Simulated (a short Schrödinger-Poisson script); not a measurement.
System: MOS inversion layer, SiO2 on p-type InP, at 300 K.

```
layer  material  thickness (nm)  Na (cm⁻³)
-----  --------  --------------  ---------
1          SiO2             2.7          -
2           InP             330     2.1e18
```

Constants are typed, rounded textbook-type inputs, not results; the design itself was drawn at random and stands for no fabricated device. SiO2: permittivity 3.9, conduction-band edge (eV) 3.48, gap (eV) 9, electron mass (mₑ) 0.5. InP: permittivity 12.5, conduction-band edge (eV) 0, gap (eV) 1.344, Nv at 300 K (cm⁻³) 1.1e19.

Channel valleys (confinement mass, in-plane density-of-states mass, number): Γ 0.08, 0.08, 1. At the gate the conduction-band edge of layer 1 lies 3.71 eV − eVg above the Fermi level of the channel; the field vanishes at the back. Gaps are held at their typed values at every temperature. Mesh 0.03 nm at interfaces.

From a short Schrödinger-Poisson script (our own, NumPy): 1D Poisson equation in equilibrium, electrons quantum, Hartree plus LDA exchange-correlation (BenDaniel-Duke, 12 states a valley, the channel's in-plane mass for all, wave functions ending at the dielectric), parabolic valleys, classical holes, full ionisation, no traps, pinning or gate leakage.

At Vg = 2.4 V the centroid of the electrons lies 2.44 nm from the interface.

Question: Estimate the gate capacitance as the dielectric in series with that distance, and compare.

Answer: The dielectric alone has 1.28 μF/cm²; in series with 2.44 nm of the channel's permittivity, 0.997 μF/cm²; the run gives 0.901 μF/cm². The estimate leaves out the density-of-states capacitance and the centroid's move with voltage. Above a few 1e12 electrons/cm² a light Γ valley is non-parabolic and upper valleys begin to fill, which the model leaves out.
